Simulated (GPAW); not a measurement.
# How far to go with the plane-wave cutoff: SnO (Pm, 4 atoms in the cell)

```yaml
crystal:
  lattice:
    - [3.37177, 0.00000, 0.00000]
    - [0.00000, 5.70247, 0.00000]
    - [0.00000, 0.00000, 4.24308]
  atoms:
    - { symbol: Sn, position: [0.00000, 0.23191, 0.52492] }
    - { symbol: Sn, position: [0.50000, 0.76809, 0.01314] }
    - { symbol: O, position: [0.00000, 0.89125, 0.73686] }
    - { symbol: O, position: [0.50000, 0.10875, 0.23686] }
```

Method of the run: PBEsol, GPAW PAW datasets PBEsol (made by gpaw-setup) (plane waves; GPAW).

Base settings: mode = pw; ecut = 950 eV; xc = PBEsol; kpts = 3 2 2; mesh shift (steps) = 0 0 0; occupations.name = fixed-uniform; nbands = -6; convergence.bands = -4; symmetry.symmorphic = false; symmetry.tolerance = 0.0005.

The second cell is the first with its lattice scaled by 0.98.

The mesh stays at the base's, so the ladder's end is converged at best in this setting alone.

Only quantities that move along the ladder and can be compared are tabulated; the gap is left out on so coarse a mesh.

The count of work is k-points × plane waves × bands × iterations; it is no time. Core times come from one kind of shared machine, to one figure; runs under 30 s give none.

The starting cell comes from a database of computed structures (which also holds hypothetical and non-ambient phases and stackings), without a prior relaxation at this level. Its lattice was rescaled by up to half a per cent. One atom was moved a little off its site on purpose. The mesh is very coarse (it stands for a supercell whose shortest vector is 8 Å): a converged loop gives no converged values here.

Steps (ecut): 380 eV; 430 eV; 475 eV; 520 eV; 570 eV; 665 eV; 760 eV; 855 eV; 950 eV; 1045 eV; 1140 eV; 1280 eV; 1425 eV; 1660 eV; 1900 eV; 2280 eV.

What is the coarsest ecut that holds the pressure within 0.1 GPa of the last step, with all finer ones?

855 eV, at 0.22 of the last step's count of work and about 0.3 of the last step's time; the step before is off by 0.16 GPa.

What is the coarsest ecut that holds the free energy within 1 meV/atom of the last step, with all finer ones?

855 eV, at 0.22 of the last step's count of work and about 0.3 of the last step's time; the step before is off by 2.2 meV/atom.

What is the coarsest ecut that holds the forces within 0.02 eV/Å of the last step, with all finer ones?

520 eV, at 0.12 of the last step's count of work; the step before is off by 0.044 eV/Å.

| ecut | free energy less the last step's (meV/atom) | energy of the compressed cell less the first (meV/atom) | pressure (GPa) | largest difference of a force vector from the last step's (eV/Å) | count of work / last | core time / last (rough) |
|---|---|---|---|---|---|---|
| 380 eV | 1304.36 | -28.20 | -41.04 | 0.084 | 0.069 | – |
| 430 eV | 632.71 | -14.72 | -25.74 | 0.050 | 0.088 | – |
| 475 eV | 324.90 | -23.77 | -17.11 | 0.044 | 0.10 | – |
| 520 eV | 157.97 | -18.22 | -11.65 | 0.018 | 0.12 | – |
| 570 eV | 69.65 | -19.86 | -8.32 | 0.010 | 0.12 | – |
| 665 eV | 13.62 | -21.04 | -5.75 | 0.009 | 0.15 | 0.3 |
| 760 eV | 2.17 | -20.97 | -5.04 | 0.008 | 0.18 | – |
| 855 eV | 0.60 | -20.96 | -4.89 | 0.007 | 0.22 | 0.3 |
| 950 eV | 0.47 | -20.99 | -4.88 | 0.007 | 0.26 | 0.3 |
| 1045 eV | 0.38 | -20.99 | -4.89 | 0.007 | 0.30 | – |
| 1140 eV | 0.23 | -20.97 | -4.89 | 0.006 | 0.33 | 0.5 |
| 1280 eV | 0.05 | -20.98 | -4.88 | 0.006 | 0.40 | – |
| 1425 eV | -0.01 | -20.98 | -4.88 | 0.005 | 0.47 | 0.4 |
| 1660 eV | -0.03 | -20.98 | -4.88 | 0.005 | 0.59 | – |
| 1900 eV | -0.01 | -20.99 | -4.88 | 0.004 | 0.72 | 0.4 |
| 2280 eV | 0.00 | -20.98 | -4.88 | 0.000 | 1.0 | 1 |

The energy difference between the two cells stays within 1 meV/atom of the last step's from 665 eV on, the total only from 855 eV on: much of the error is common to both cells and cancels.

At the lowest cutoff the pressure lies 36.2 GPa under the last step's, the usual sign of Pulay stress in an incomplete plane-wave basis.

Left out of this page: 1 run of the series unsound by tests on forces, stress, charge or solver warnings.
